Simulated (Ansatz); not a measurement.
**ReTe$_{2}$ in the CdI2 type structure (space group P-3m1, No. 164; a hypothetical phase, not in the database extracts checked; layered, stacked along the Cartesian z axis)**

```xyz
3
Lattice="3.6785 0.0000 0.0000 -1.8392 3.1856 0.0000 0.0000 0.0000 5.8632" Properties=species:S:1:pos:R:3 pbc="T T T"
Re     0.0000     0.0000     0.0000
Te     0.0000     2.1238     1.6055
Te     1.8392     1.0619     4.2577
```

Level of theory: plane-wave PAW DFT at the PBEsol-D3(BJ) level (Ansatz, an electronic-structure program, 420 eV), no spin-orbit coupling. Γ-centred 15×15×8 mesh, Fermi–Dirac width 0.05 eV.

```json
{
  "volume_per_atom": "22.90 Å³",
  "density": "10.67 g/cm³",
  "band_gap": "zero",
  "total_energy": "-8180.285 eV/atom (σ→0; compares only within this code and set-up)"
}
```

Whether these cells are dynamically stable was not tested. All final runs are without spin polarisation. An odd electron count without spin: ReTe2. ReTe2 has a high density of states at the Fermi level and may be magnetic at this level. The D3 term's C6 switches between coordination references near this geometry, which can add small steps to energies.
